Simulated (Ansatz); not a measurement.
Consider Si-vacancy pair (Si on one host Cu site, one Cu site vacant) in fcc Cu, neutral cell. Computed with PBE, PAW (plane waves to 420 eV; Ansatz, a quantum-chemistry and plane-wave program).

Settings: 32 host sites, the relaxed PBE lattice, a 3×3×3 k-point mesh shifted by half a step, smearing 0.10 eV, spin-restricted, no image-charge correction. No zero-point or tunnelling terms. Forms of the defect that were not tried may lie lower. The order of the sites in energy changes with the mesh.

Barriers: single points on a 5×5×5 k-point mesh shifted by half a step at the bands' geometries.

The step: one Cu atom jumps into the vacancy from a nearby Cu site (Si-vacancy distance between ideal sites 2.57 → 4.45 Å); the atom moves 2.52 Å along (0.49, -0.49, 0.00) of the unit cell; the moving atom starts with neighbours 4 Cu at 2.54, 6 Cu at 2.57, Cu at 2.60 Å and ends with 4 Cu at 2.54, Cu at 2.56, 4 Cu at 2.57, Cu at 2.58; Si at 2.57 Å.

What migration barrier of this step does PBE, PAW give?

0.81 eV forward and 0.65 eV backward. At the saddle the moving atom has neighbours 2 Cu at 2.37, 2 Cu at 2.38, Cu at 2.74, Cu at 2.77, Cu at 2.79, Cu at 2.86 Å. The saddle point's order was not checked.
